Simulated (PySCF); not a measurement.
PySCF 2.14.0, HF/def2-svp, df: Sn(Cl)(NCO)3 (O=C=[N][Sn]([Cl])([N]=C=O)[N]=C=O), 11 atoms. The geometry is a generated start, not checked to be a minimum at this level.

```yaml
task: energy
method: hf
basis: def2-svp
two_electron_scheme: density fitting
mol.max_memory: 3000 MB
mf.max_cycle: 100
mf.init_guess: minao (default)
mf.DIIS: CDIIS (default)
mf.diis_space: 8 (default)
mf.conv_tol: 1e-09 (default)
effective_core_potentials: those of the basis set, past Kr
basis_functions: 170
```

```xyz
11

O      3.2324    -2.0367    -0.9417
C      2.3934    -1.5376    -0.3350
N      1.5373    -1.0952     0.3715
Sn     0.1341     0.1821     0.8944
Cl     0.3674     0.7265     3.0304
N     -1.6201    -0.6860     0.6373
C     -2.4012    -1.3225    -0.0062
O     -3.2225    -1.9208    -0.5433
N      0.2871     1.7686    -0.2767
C     -0.1789     2.5595    -1.0431
O     -0.5290     3.3620    -1.7877
```

One run each on 2 threads, 1 BLAS thread. Values of level_shift (Hartree) tried: 0 (default), 0.1, 0.3, 1.

Which value of level_shift (Hartree) needs the fewest Fock builds, and what happens away from it?

Fewest Fock builds, within one of each other: 0 (default) with 14, 0.1 with 14. The count rises to 25 at 1. All converge to one solution.

```tsv
level_shift (Hartree)	Fock builds	end
0 (default)	14	same solution
0.1	14	same solution
0.3	16	same solution
1	25	same solution
```
